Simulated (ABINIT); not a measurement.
A self-consistent single point of CaSiAu (P-6m2, 3 atoms in the cell) with ABINIT.

Level of theory: LDA (PW92), PAW (JTH v2.0 LDA PAW) (plane waves; ABINIT).

```
CaSiAu
1.0
    4.32759     0.00000     0.00000
   -2.16379     3.74780     0.00000
    0.00000     0.00000     3.94250
Ca Si Au
1 1 1
Cartesian
  0.00000   0.00000   0.00000
  2.16380   1.24927   1.97125
  0.00000   2.49854   1.97125
```

Reference input (self-consistent single point, DFT, PBEsol, plane waves, PAW (JTH v2.0 PBE PAW, files made for PBE)): pseudos = [Ca.GGA_PBE-JTH.xml, Si.GGA_PBE-JTH.xml, Au.GGA_PBE-JTH.xml]; ecut = 707 eV; pawecutdg = 1415 eV; pawxcdev = 0; ixc = -116133; occopt = 7; tsmear = 0.136 eV; ngkpt = 6 6 6; nshiftk = 1; shiftk = 0 0 0; potentials = JTH v2.0 PBE PAW; nband = 18. This run's input differs from it in these lines:

```diff
@@ -1,4 +1,4 @@
-# CaSiAu, JTH v2.0 PBE PAW
+# CaSiAu, JTH v2.0 LDA PAW
 pp_dirpath "./"
-pseudos "Ca.GGA_PBE-JTH.xml, Si.GGA_PBE-JTH.xml, Au.GGA_PBE-JTH.xml"
+pseudos "Ca.LDA_PW-JTH.xml, Si.LDA_PW-JTH.xml, Au.LDA_PW-JTH.xml"
 acell 3*1.0 Angstrom
@@ -19,3 +19,2 @@
 pawxcdev 0
-ixc -116133
 occopt 7
```

Its files differ too (potentials: JTH v2.0 PBE PAW → JTH v2.0 LDA PAW).

Log, with long lists cut:

```
--- !BeginCycle
solver: {iscf: 17, nstep: 100, nline: 4, wfoptalg: 10, }
tolerances: {tolvrs: 1.00E-12, }
...

     iter   Etot(hartree)      deltaE(h)  residm     nres2
 ETOT  1  -75.406846723007    -7.541E+01 2.185E-01 2.808E+01
 ETOT  2  -75.631951847746    -2.251E-01 2.343E-02 2.646E+01
 ETOT  3  -75.509204039692     1.227E-01 7.007E-03 4.400E+00
 ETOT  4  -75.509763874115    -5.598E-04 1.757E-02 7.667E-01
 ETOT  5  -75.515622619288    -5.859E-03 3.229E-03 1.268E+00
   [... 20 lines left out ...]
 ETOT 26  -75.515029712696    -9.805E-13 1.021E-05 4.697E-12
 ETOT 27  -75.515029712696    -1.705E-13 1.858E-05 6.856E-12
 ETOT 28  -75.515029712696    -1.705E-13 1.040E-05 3.321E-12
 ETOT 29  -75.515029712696    -2.132E-13 1.921E-05 2.815E-13
 At SCF step   29       nres2   =  2.81E-13 < tolvrs=  1.00E-12 =>converged.

 Cartesian components of stress tensor (hartree/bohr^3)
  sigma(1 1)=  1.82645024E-04  sigma(3 2)=  0.00000000E+00
  sigma(2 2)=  1.82645024E-04  sigma(3 1)=  0.00000000E+00
  sigma(3 3)=  1.04273762E-04  sigma(2 1)=  7.86179531E-14

 ----iterations are completed or convergence reached----

 reduced coordinates (array xred) for    3 atoms
       0.000000000000      0.000000000000      0.000000000000
       0.666666666667      0.333333333333      0.500000000000
       0.333333333333      0.666666666667      0.500000000000
 cartesian forces (eV/Angstrom) at end:
    1     -0.00000000000000    -0.00000000000000    -0.00000000000000
    2      0.00000000000000    -0.00000000000000    -0.00000000000000
   [... lines left out ...]
 Fermi (or HOMO) energy (hartree) =   0.22739   Average Vxc (hartree)=  -0.37728
   [... lines left out ...]
'-kT*entropy'       : -3.28029745902609E-04
total_energy        : -7.55150293355670E+01
total_energy_eV     : -2.05486845044927E+03
...

-Cartesian components of stress tensor (GPa)         [Pressure= -4.6050E+00 GPa]
- sigma(1 1)=  5.37360122E+00  sigma(3 2)=  0.00000000E+00
- sigma(2 2)=  5.37360122E+00  sigma(3 1)=  0.00000000E+00
- sigma(3 3)=  3.06783947E+00  sigma(2 1)=  2.31301965E-09

 Calculation completed.
```

The run converged in 29 iterations. Against the reference run the pressure goes from -2.02 to -4.61 GPa.

The starting cell comes from a database of computed structures (which also holds hypothetical and non-ambient phases and stackings), without a prior relaxation at this level. With a pressure of about -5 GPa the cell is away from its equilibrium volume at this level.

Cost on one core of a shared machine: roughly 3 min.
